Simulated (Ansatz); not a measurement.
Subject: the formation energy of SrVO3 (cubic perovskite, Pm-3m) from the elements. Reaction: Sr (fcc) + V (bcc) + 3/2 O2 (gas) → SrVO3 (cubic perovskite). The sign is products less reactants. The value is per atom of the solid.

SrVO3 (cubic perovskite, Pm-3m), 5 atoms in the cell; metallic (partly filled levels) with PBE; spin state with PBE: net moment 0.3 μB a cell, k-point mesh 10×10×10 on the run's own vectors.
```yaml
crystal:
  lattice:
    - [3.85888, 0.00000, 0.00000]
    - [0.00000, 3.85888, 0.00000]
    - [0.00000, 0.00000, 3.85888]
  atoms:
    - { symbol: Sr, position: [0.00000, 0.00000, 0.00000] }
    - { symbol: V, position: [0.50000, 0.50000, 0.50000] }
    - { symbol: O, position: [0.50000, 0.00000, 0.50000] }
    - { symbol: O, position: [0.00000, 0.50000, 0.50000] }
    - { symbol: O, position: [0.50000, 0.50000, 0.00000] }
```

Sr (fcc, Fm-3m), 1 atom in the cell, k-point mesh 18×18×18 on the run's own vectors. Conventional cell: a = 6.0386 Å, b = 6.0386 Å, c = 6.0386 Å, α = 90.00°, β = 90.00°, γ = 90.00°.

V (bcc, Im-3m), 1 atom in the cell; spin state with PBE: no moments, k-point mesh 28×28×28 on the run's own vectors. Conventional cell: a = 2.9986 Å, b = 2.9986 Å, c = 2.9986 Å, α = 90.00°, β = 90.00°, γ = 90.00°.

An isolated O2 molecule (triplet) in a box of 11 × 11 × 13 Å.

Computed with Ansatz (plane waves, PAW), its default PAW set, cutoff 420 eV. The structures are at rest with PBE. Neutral cells; Fermi-Dirac smearing of at most 0.10 eV in the solids, energies taken to zero width. A dispersion term (D3(BJ), or D4 for r2SCAN) was computed beside these levels and is taken off wherever the name lacks it. No zero-point or thermal terms. No structure search was made; lower ones may exist. The d electrons get no Hubbard U. No search over spin orders was made beyond those shown. Where moments are parallel, another order may lie lower.

Q: Give the value at the level PBE.

A: -2.74 eV/atom, for Sr (fcc) + V (bcc) + 3/2 O2 (gas) → SrVO3 (cubic perovskite).

Ansatz is an electronic-structure program.
